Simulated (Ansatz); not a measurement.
CsCl-type CdO (model structure): properties by level of theory

```
level (code)     lattice constant a (Å)  enthalpy of formation (eV/atom)
---------------  ----------------------  -------------------------------
LDA (Ansatz)                 (withheld)                           -0.868
PBE (Ansatz)                 (withheld)                           -0.609
PBEsol (Ansatz)              (withheld)                           -0.690
```

What belongs in the gaps?


- LDA (Ansatz, an electronic-structure program), lattice constant a (Å): 2.845
- PBE (Ansatz), lattice constant a (Å): 2.933
- PBEsol (Ansatz), lattice constant a (Å): 2.882

Ansatz's density-functional and Hartree–Fock values are scalar-relativistic unless marked +SOC, with PAW data made under PBE.

Static lattice: no zero-point or thermal effects.

A model structure was made by putting elements into a prototype or built by hand; it is no filed structure, need not be a known phase, and can be a saddle point held by its symmetry.
